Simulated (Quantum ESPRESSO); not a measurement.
**Relaxation of cell and atoms of Al3SiPd4 (R3, 8 atoms in the cell) at several settings**

```
Al3SiPd4
1.0
    3.49837    -2.01979     2.80799
    0.00000     4.03957     2.80799
   -3.49837    -2.01979     2.80799
Al Si Pd
3 1 4
Direct
  0.84229   0.65756   0.35091
  0.35091   0.84229   0.65756
  0.65756   0.35091   0.84229
  0.15559   0.15559   0.15559
  0.85719   0.85719   0.85719
  0.14909   0.34391   0.64346
  0.64346   0.14909   0.34391
  0.34391   0.64346   0.14909
```

Base: Quantum ESPRESSO 7.5 with PBEsol, GBRV 1.5 ultrasoft (PBESOL) pseudopotentials. Its settings: ecutwfc = 40 Ry; ecutrho = 320 Ry; occupations = smearing; smearing = mp; degauss = 0.0147 Ry; potentials = {Al: al_pbesol_v1.uspp.F.UPF, Si: si_pbesol_v1.uspp.F.UPF, Pd: pd_pbesol_v1.4.uspp.F.UPF}; K_POINTS = automatic 4 4 4 0 0 0; conv_thr = 1e-10 Ry. Starting volume 14.88 Å³ per atom.

Each line gives the change from the base single point and the result:

- calculation: scf → vc-relax; tprnfor: true → default; tstress: true → default: pressure 0.02 GPa; largest force (vector length) 0.004 eV/Å; final cell a = 4.834 Å, b = 4.834 Å, c = 4.834 Å, α = 90.79°, β = 90.79°, γ = 90.79°; final volume per atom 14.12 Å³; relaxation steps 6; free energy against the base single point -20.6 meV/atom.
- calculation: scf → vc-relax; tprnfor: true → default; tstress: true → default; press: default → -20 kbar: pressure -1.99 GPa; largest force (vector length) 0.009 eV/Å; final cell a = 4.8535 Å, b = 4.8535 Å, c = 4.8535 Å, α = 90.82°, β = 90.82°, γ = 90.82°; final volume per atom 14.29 Å³; relaxation steps 6; free energy against the base single point -19.5 meV/atom.

The starting cell comes from a database of computed structures (which also holds hypothetical and non-ambient phases and stackings), without a prior relaxation at this level. Its lattice was rescaled by a random factor within 2.5 % of one. Spin polarisation is off.
